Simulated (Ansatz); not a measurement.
**SrO under a change: pressure −2 GPa**

The reference is SrO in the rock salt structure (space group Fm-3m, No. 225; a = 5.1599 Å).

One thing is altered: a negative pressure, −2 GPa.

Level of theory: Ansatz (a program for electronic structure), r2SCAN, PAW, cutoff 500 eV, no spin-orbit coupling. Γ-centred 11×11×11 mesh, Fermi–Dirac width 0.05 eV.

The volume per atom increases by 0.39 Å³ (17.17 Å³ → 17.56 Å³) and the density shrinks by 0.11 g/cm³ to 4.90 g/cm³. The lattice parameter a rises by 0.039 Å, from 5.160 Å to 5.199 Å and the shortest interatomic distance rises by 0.019 Å to 2.599 Å. The band gap stays essentially unchanged (3.80 eV against 3.81 eV) and the gap character is still indirect, Γ → X. The mean gap deformation potential ΔEg/Δln V amounts to +0.3 eV and the width of the top valence band shrinks by 0.04 eV, from 1.08 eV to 1.04 eV. The electron mass goes from 1.2 mₑ along k, 0.40 mₑ across (at X) to 1.2 mₑ along k, 0.41 mₑ across (at X) and the valley order (the lowest conduction-band minima on the path, energy above the VBM, named in the base's zone) becomes X along ⟨100⟩ 3.81 eV; Γ 4.42 eV (base: X along ⟨100⟩ 3.80 eV; Γ 4.59 eV).

Cost of the whole job for the changed cell (relaxation, final SCF and bands): around 29 core-seconds (rough).

Load acts through the strain it causes; cell and atoms are relaxed under it. Masses are band curvatures over ±0.01 Å⁻¹ around the edge. Along k means along the line from Γ to the band edge. No phonon test of stability was made.
